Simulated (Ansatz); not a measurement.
Consider interstitial Al in 2H silicon carbide, charge state +3. All values below come from PBE, PAW (plane waves to 420 eV; Ansatz, a first-principles code).

Settings: 72 host sites, the relaxed PBE lattice, the Γ point alone, smearing 0.01 eV, spin-restricted, no image-charge correction. Static, classical nuclei. The host's phase is taken as given; its stability against other phases was not computed. The charge state is imposed; whether it is stable for some Fermi level was not computed. Sites that were not tried may lie lower.

Barriers: single points on a 2×2×2 k-point mesh shifted by half a step along c at the bands' geometries (they differ from the bands' own by up to 0.19 eV, and are uncertain by about as much).

A. one Al atom jumps by itself; the atom moves 3.09 Å along (-1.00, -1.00, 0.00) of the unit cell; the moving atom starts with neighbours 3 C at 1.94, 3 C at 2.44; 3 Si at 2.30, 3 Si at 2.45 Å and ends with 3 C at 1.94, 3 C at 2.44; 3 Si at 2.30, 3 Si at 2.45 Å; saddle order first order.
B. one Al atom jumps by itself; the atom moves 2.57 Å along (0.83, 0.83, 0.00) of the unit cell; the moving atom starts with neighbours C at 1.89, 2 C at 2.08, 2 C at 2.29; 2 Si at 2.36, Si at 2.40, 2 Si at 2.45 Å and ends with C at 1.89, 2 C at 2.08, 2 C at 2.29; 2 Si at 2.36, Si at 2.40, 2 Si at 2.45 Å; the start lies 0.55 eV above the lowest site run; saddle order first order.
C. one Al atom jumps by itself; the atom moves 2.52 Å along (0.00, 0.00, 0.50) of the unit cell; the moving atom starts with neighbours 3 C at 1.94, 3 C at 2.44; 3 Si at 2.30, 3 Si at 2.45 Å and ends with 3 C at 1.94, 3 C at 2.44; 3 Si at 2.30, 3 Si at 2.45 Å; saddle order inconclusive, on a symmetry element.

A band can be held on a symmetry element, so unchecked saddle points there may be too high.

### Question
Rank these by forward barrier (lowest first), as PBE, PAW gives it.

### Answer
B (1.62 eV), A (2.17 eV), C (2.77 eV)
